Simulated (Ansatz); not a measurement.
# What Sn on a Be site, symmetric start does to BeSe

The reference is a 16-atom supercell of BeSe in the zinc blende structure (space group F-43m, No. 216; a = 5.1778 Å) at its relaxed geometry.

Perturbation: a neutral Sn on a Be site, symmetric start, atoms relaxed at fixed cell.

Computed with PBE, PAW, 420 eV (Ansatz, a quantum-chemistry and plane-wave program; no SOC). k-mesh 4×4×4 (Γ-centred); smearing 0.01 eV (Fermi–Dirac).

```json
[
 {"quantity": "pressure", "base": "0.0 GPa", "changed": "9.0 GPa", "shift": "+9.0 GPa"},
 {"quantity": "energy gained by relaxation", "base": "–", "changed": "4.14 eV", "shift": "–"},
 {"quantity": "largest displacement of a host atom from its site in the perfect cell", "base": "–", "changed": "0.33 Å", "shift": "–"},
 {"quantity": "mean distance from the defect site to its nearest host atoms", "base": "4.24 bohr", "changed": "4.86 bohr", "shift": "+0.626 bohr"}
]
```

The magnetic state is the one reached from the starting moments; the real material's order can differ, and small cells can't hold many antiferromagnetic ones. In so small a cell the defect repeats every few ångströms: this is an ordered compound, not a dilute defect. The mesh was chosen for an insulator and is coarse for the gapless case. The defect started on the symmetric site and kept its symmetry, so it may sit on a saddle. Starting moments died away, wholly or in part, for Sn on a Be site; another magnetic solution may exist. The defect cell is spin-polarised and ends with 0.0 μB.
